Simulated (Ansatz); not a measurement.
Start from AgI in the rock salt structure (space group Fm-3m, No. 225; a = 5.985 Å; a model cell, its experimental status unchecked). Axes: x, y, z lie along the cube axes.

The values are results of PBEsol/PAW in Ansatz (a quantum-chemistry and plane-wave program), spin-orbit coupling left out, not measurements.

Before the change:

The pressure comes out as 0.00 GPa and the valley order comes out as X along ⟨100⟩ 0.38 eV; Γ 0.94 eV.

One thing is altered: compressive biaxial strain of 2.20 % in the plane normal to [001], as in epitaxy on a mismatched substrate; the out-of-plane cell vector and the atoms relax.

Question: Estimate the effect on the pressure.

Answer: The pressure (mean of the normal stresses, compression positive) goes from zero to 1.37 GPa.

Question: Estimate the effect on the energy relative to the base.

Answer: The energy goes up by 7.1 meV/atom.

Question: Predict the new out-of-plane strain.

Answer: The out-of-plane strain comes out as +2.14 %.

Question: What happens to the valley order?

Answer: The valley order (the lowest conduction-band minima on the path, energy above the VBM, named in the base's zone) goes from X along ⟨100⟩ 0.38 eV; Γ 0.94 eV to X along [100] 0.12 eV; X along [001] 0.28 eV; Γ 0.83 eV.

Spin-orbit coupling, missing from the scalar runs, can matter with I. The levels and masses belong to the bands next to the band gap. Stability against distortions was not tested. This is not the structure that AgI has at room temperature and ambient pressure.
